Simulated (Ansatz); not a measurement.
Results of PBE-D4 (plane waves, PAW; Ansatz, a first-principles code) for NiAs-type NiSb.

Settings: plane-wave cutoff 520 eV, 18×18×12 k mesh (along the axes of the cell as run), Fermi–Dirac smearing 0.05 eV, no spin polarisation, scalar-relativistic PAW data made under PBE.

The cell is scaled about its equilibrium volume:

Shape and atoms are relaxed at each volume.

```csv
V (Å³/atom),P (GPa),c (Å),a (Å)
16.343,5.47,5.033,3.873
16.683,2.56,5.071,3.898
17.023,0.00,5.110,3.922
17.364,-2.26,5.149,3.946
17.704,-4.25,5.188,3.970
```

Note: the bulk modulus comes from volumes at which shape and atoms were relaxed.
